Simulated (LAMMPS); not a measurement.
System: Pt (fcc), 4000 atoms, at 1220 K and 2 GPa, heated as the crystal.

Model: classical MD, pair style eam, the elements' _u3.eam files (universal-3 set of Foiles, Baskes and Daw), run in LAMMPS.

```csv
frequency (THz),vibrational (phonon) density of states (1/THz)
0.03450,0.0038
0.1735,0.0077
0.3125,0.0163
0.4515,0.0289
0.5905,0.0449
0.7290,0.0644
0.8680,0.0884
1.007,0.1177
1.146,0.1528
1.284,0.1932
1.423,0.2367
1.562,0.2792
1.702,0.3164
1.841,0.3459
1.979,0.3663
2.118,0.3759
2.257,0.3722
2.396,0.3540
2.534,0.3247
2.673,0.2913
2.812,0.2598
2.952,0.2331
3.091,0.2159
3.229,0.2196
3.368,0.2535
3.507,0.3099
3.646,0.3591
3.784,0.3652
3.923,0.3132
4.062,0.2262
4.201,0.1402
4.341,0.0799
4.479,0.0482
4.618,0.0331
4.757,0.0246
4.896,0.0189
5.034,0.0152
5.174,0.0129
5.312,0.0111
5.451,0.0097
5.591,0.0086
5.729,0.0076
5.868,0.0068
6.007,0.0060
6.146,0.0054
6.284,0.0047
6.424,0.0041
6.562,0.0036
6.701,0.0032
6.841,0.0028
```

The data show:
- state found: crystal; no diffusion seen in 30 ps
- mean frequency of the vibrational (phonon) density of states: 2.7 THz

Caution: a run this short can hold a crystal over, or a liquid under, the potential's own melting point, which these runs don't give.
